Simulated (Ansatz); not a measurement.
Ansatz (an electronic-structure program) run on YSn₃ (P4mm, 4 atoms in the cell): self-consistent single point.

Level of theory: LDA (PW92), default PAW files made with PBE (plane waves; Ansatz).

The change in words: lattice scaled by 0.98; basis.ecutwfc: 30.9 Ry → 21.7 Ry. Reference geometry:
```
YSn3
1.0
    4.71443     0.00000     0.00000
    0.00000     4.71443     0.00000
    0.00000     0.00000     4.71443
Y Sn
1 3
Cartesian
  0.00000   0.00000   0.05000
  2.35722   2.35722   0.00000
  0.00000   2.35722   2.35722
  2.35722   0.00000   2.35722
```

Reference input (self-consistent single point, DFT, LDA (PW92), plane waves, default PAW files made with PBE): basis.ecutwfc = 30.9 Ry; kpoints.mp_grid.grid = 5 5 5; hamiltonian.xc = lda; hamiltonian.pseudopotentials = {kind: paw} (the program's default PAW files); scf.occupations.method = fermi_dirac; scf.occupations.width = 0.0073 Ry. This run's input differs from it in these lines:

Ansatz 0.2 input:
```diff
@@ -3,5 +3,5 @@
   lattice:
-    - [4.71443100, 0.00000000, 0.00000000]
-    - [0.00000000, 4.71443100, 0.00000000]
-    - [0.00000000, 0.00000000, 4.71443100]
+    - [4.62014200, 0.00000000, 0.00000000]
+    - [0.00000000, 4.62014200, 0.00000000]
+    - [0.00000000, 0.00000000, 4.62014200]
   atoms:
@@ -12,3 +12,3 @@
 basis:
-  ecutwfc: 30.9 Ry
+  ecutwfc: 21.7 Ry
 kpoints:
```

Output (repeated stretches shortened):

```
SCF iter   1: F=—  HF=-21386.064374 eV  |F-HF|=—  |Δ(HF+E_count)|=         —  Δρ=9.03e-3  dr2=4.35e-2  ethr=1.77e-3  ⟨swp⟩=6.0  Hψ=2310  notcnv=0
all-band conjugate gradients solve this SCF's bands
preconditioner: auto → Resta (q_TF=auto, 2.460 Å⁻¹)
SCF iter   2: F=—  HF=-21386.049149 eV  |F-HF|=—  |Δ(HF+E_count)|=   1.52e-2  Δρ=3.85e-3  dr2=7.78e-3  ethr=8.20e-5  ⟨swp⟩=2.2  Hψ=1125  notcnv=0
SCF iter   3: F=—  HF=-21386.046341 eV  |F-HF|=—  |Δ(HF+E_count)|=   2.81e-3  Δρ=6.48e-4  dr2=3.95e-4  ethr=1.47e-5  ⟨swp⟩=2.9  Hψ=1014  notcnv=0
SCF iter   4: F=—  HF=-21386.046211 eV  |F-HF|=—  |Δ(HF+E_count)|=   1.30e-4  Δρ=9.14e-5  dr2=1.19e-5  ethr=7.45e-7  ⟨swp⟩=2.0  Hψ=740  notcnv=0
SCF iter   5: F=—  HF=-21386.046206 eV  |F-HF|=—  |Δ(HF+E_count)|=   4.82e-6  Δρ=2.32e-5  dr2=1.19e-6  ethr=2.25e-8  ⟨swp⟩=2.0  Hψ=1053  notcnv=0
SCF iter   6: F=-21386.046206 eV  HF=-21386.046206 eV  |F-HF|=2.05e-8  |Δ(HF+E_count)|=   3.44e-7  Δρ=6.17e-6  dr2=5.80e-8  ethr=1.89e-10  ⟨swp⟩=3.5  Hψ=2453  notcnv=0
SCF 1 converged in 6 iterations: F = -21386.046206 eV  dr2 = 5.80e-8
Free energy (F): -21386.046206 eV
Internal energy: -21385.979507 eV  (E = F + TS)
E sigma→0 (E₀):  -21386.012856 eV
Entropy (-TS):   -0.066699 eV (-16.675 meV/atom)
Fermi energy:    12.289617 eV
--- Forces (eV/Å), atoms counted from 1 ---
  atom   1  Y      0.00000000     0.00000000    -0.21521701
  atom   2  Sn    -0.00000000     0.00000000    -0.03900979
  atom   3  Sn     0.00000000     0.00000000     0.12709483
  atom   4  Sn     0.00000000     0.00000000     0.12709483
--- Stress (GPa, compression-positive) ---
       -0.557538       0.000000       0.000000
        0.000000      -0.557538       0.000000
        0.000000       0.000000      -0.548751
  P = ⅓ Tr σ = -0.5546 GPa (-5.546 kbar)
  The stress holds the Pulay correction. Without it, at fixed plane waves, as pw.x and ABINIT print it: P = -3.3059 GPa
```

The run converged in 6 iterations. Against the reference run the free energy rises by 15.8 meV/atom, the pressure goes from -4.05 to -0.55 GPa and the largest force goes from 0.174 to 0.215 eV/Å.

The starting cell comes from a database of computed structures (which also holds hypothetical and non-ambient phases and stackings), without a prior relaxation at this level. Its lattice was rescaled by up to half a per cent. One atom was moved a little off its site on purpose. For this run, on top of that: lattice scaled by 0.98. Ansatz's pressure includes its estimate of the finite-basis (Pulay) stress. Without the estimate this run gives -3.31 GPa. The cutoff lies below the one recommended for these files.
